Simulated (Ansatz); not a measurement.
Base system: WSi$_{2}$ (space group I4/mmm, No. 139; relaxed with 0.1 eV smearing).

```
WSi2
1.0
   -1.59264     1.59264     3.88656
    1.59264    -1.59264     3.88656
    1.59264     1.59264    -3.88656
Si W
2 1
Cartesian
  0.00000   0.00000   5.17182
  0.00000   0.00000   2.60131
  0.00000   0.00000   0.00000
```

All numbers come from Ansatz (a first-principles code) LDA, without spin-orbit coupling.

Strains are applied to the cell and any free atomic positions relax.

One change was made to it. Results:

| quantity | base | after |
|---|---|---|
| pressure (mean of the normal stresses, compression positive) | 0.0 GPa | -6.7 GPa |
| band gap | zero | zero |
| energy relative to the base (free energy F) | 0 meV/atom | +8.5 meV/atom |

Which of these changes matches the shifts?
A. isotropic strain +2.00 %
B. isotropic strain −0.50 %
C. isotropic strain −3.00 %
D. isotropic strain +1.00 %

D, isotropic strain +1.00 %. For comparison, the energy relative to the base in the other runs: isotropic strain −3.00 % gives +88 meV/atom; isotropic strain −0.50 % gives +2.2 meV/atom; isotropic strain +2.00 % gives +33 meV/atom.

Stability against distortions was not tested. All final runs are without spin polarisation.
